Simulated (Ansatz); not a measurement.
## Element substitutions in Se

The parent structure is Se (space group P3_121, No. 152; made of chains).

```xyz
3
Lattice="4.0391 0.0000 0.0000 -2.0195 3.4979 0.0000 0.0000 0.0000 5.1204" Properties=species:S:1:pos:R:3 pbc="T T T"
Se     0.5022     0.8698     2.5602
Se     3.0347     0.0000     4.2670
Se    -1.5174     2.6282     0.8534
```

Each row replaces one element on all its sites; cell and atoms are relaxed.

Method: Ansatz (a first-principles code), PBEsol, PAW, cutoff 420 eV, no spin-orbit coupling, earlier PAW set.

```csv
variant,volume per atom,space group
base,24.11 Å³,P3_121 (No. 152)
Se → Te,___,P3_121 (No. 152)
Se → Ge,___,Pm-3m (No. 221)
Se → As,___,Pm-3m (No. 221)
```

Problem. What belongs in the blanks?

Solution. 
- Se → Te, volume per atom: 32.04 Å³
- Se → Ge, volume per atom: 18.99 Å³
- Se → As, volume per atom: 19.46 Å³

No phonon test of stability was made. As relaxed here, Ge is a hypothetical phase, not in the database extracts checked. For As in this form, whether it has been made was not checked. No dispersion term is included in the PBEsol runs. This is not the structure that As has at room temperature and ambient pressure.
